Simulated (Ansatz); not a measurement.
## How the equilibrium volume per atom of BeS (model structure, started from the NiAs type, P6₃/mmc, No. 194, 4 atoms in the cell) moves with the method

No measured value is used here.

### Question
Put these levels in order of the equilibrium volume per atom that they give for BeS (model structure, started from the NiAs type, P6₃/mmc, No. 194, 4 atoms in the cell), smallest first: PBE (Ansatz, an electronic-structure program), PBE-D3(BJ) (Ansatz), PBEsol (Ansatz).

### Answer
PBE-D3(BJ) (11.86 Å³/atom), PBEsol (12.06 Å³/atom), PBE (12.38 Å³/atom)

Ansatz's density-functional and Hartree–Fock values are scalar-relativistic unless marked +SOC, with PAW data made under PBE.

A model structure was made by putting elements into a prototype or built by hand; it is no filed structure, need not be a known phase, and can be a saddle point held by its symmetry.
